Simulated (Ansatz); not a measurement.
Take CdS in the zinc blende structure (space group F-43m, No. 216; a = 5.8242 Å) as the base. Axes: x, y, z lie along the cube axes.

All numbers come from plane-wave PAW DFT at the PBEsol level (Ansatz, a quantum-chemistry and plane-wave program, 420 eV), no spin-orbit coupling.

Strains are applied to the cell and any free atomic positions relax; under biaxial strain the out-of-plane vector relaxes too.

One change was made to it. Results:

The band gap falls by 0.055 eV (1.01 eV → 0.96 eV); the energy rises by 7.1 meV/atom.

What was done to the base?
A) biaxial strain −3.00 %, plane normal [001], relaxed out of plane
B) biaxial strain −1.00 %, plane normal [001], relaxed out of plane
C) biaxial strain +2.00 %, plane normal [001], relaxed out of plane
D) biaxial strain −2.00 %, plane normal [001], relaxed out of plane
E) biaxial strain +0.50 %, plane normal [001], relaxed out of plane

A, biaxial strain −3.00 %, plane normal [001], relaxed out of plane. For comparison, the energy relative to the base in the other runs: biaxial strain −2.00 %, plane normal [001], relaxed out of plane gives +3.1 meV/atom; biaxial strain −1.00 %, plane normal [001], relaxed out of plane gives +0.8 meV/atom; biaxial strain +2.00 %, plane normal [001], relaxed out of plane gives +2.8 meV/atom; biaxial strain +0.50 %, plane normal [001], relaxed out of plane gives +0.2 meV/atom.

Whether these cells are dynamically stable was not tested.
